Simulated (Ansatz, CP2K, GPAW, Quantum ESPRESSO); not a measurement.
Code comparison for YCo2Ge2 (I4/mmm, 5 atoms in the cell)

Self-consistent single point.

```xyz
5
Lattice="-1.9719 1.9719 5.0421 1.9719 -1.9719 5.0421 1.9719 1.9719 -5.0421" Properties=species:S:1:pos:R:3 pbc="T T T"
Y      0.0000     0.0000     0.0000
Co     0.0000     1.9719     2.5210
Co     1.9719     0.0000     2.5210
Ge     0.0000     0.0000     6.3417
Ge     0.0000     0.0000     3.7424
```

Shared settings, as Ansatz (a program for electronic structure) writes them: kpoints.mp_grid.grid = 7 7 7; scf.occupations.method = gaussian; scf.occupations.width = 0.2 eV. Potentials and cutoffs stand in the table.

```json
[
 {"code": "CP2K", "model": "PBEsol, GPW, DZVP-MOLOPT-SR-GTH basis, GTH-PBE potentials (GTH_POTENTIALS)", "pressure (GPa)": "-1.51", "largest force (eV/Å)": "0.024", "cutoff": "grid 600 Ry"},
 {"code": "Quantum ESPRESSO", "model": "PBEsol, PSlibrary ultrasoft (PBE) pseudopotentials", "pressure (GPa)": "-2.44", "largest force (eV/Å)": "0.176", "cutoff": "50 Ry"},
 {"code": "GPAW", "model": "PBEsol, GPAW PAW datasets PBEsol (made by gpaw-setup)", "pressure (GPa)": "-3.15", "largest force (eV/Å)": "0.062", "cutoff": "850 eV"},
 {"code": "Ansatz", "model": "PBEsol, PAW files made with PBE", "pressure (GPa)": "-3.65", "largest force (eV/Å)": "0.006", "cutoff": "default"}
]
```

On Ansatz's run: spin polarisation is off.

The spread over the programs that give each value: pressure within 2.14 GPa; largest force within 0.170 eV/Å.

CP2K uses small atom-centred bases, whose incompleteness enters pressures, forces and empty levels differently from a plane-wave cutoff. Ansatz's pressure is given at a fixed set of plane waves, as the other plane-wave codes print theirs; with its correction for the finite basis it is -3.58 GPa. In the pressure, CP2K (by 1.64) lies more than 1 GPa from the median of the plane-wave programs. In the force vectors, Quantum ESPRESSO (by 0.114) lies more than 0.08 eV/Å from the median of the plane-wave programs.

The starting cell comes from a database of computed structures (which also holds hypothetical and non-ambient phases and stackings), without a prior relaxation at this level. Its lattice was rescaled by a random factor within 2.5 % of one.

Left out of this page: Elk (not drawn, or without a comparable value); FLEUR (with a known weakness of the program); SIESTA (unsound by tests on forces, stress, charge or solver warnings).

Keys are those of Ansatz 0.2.
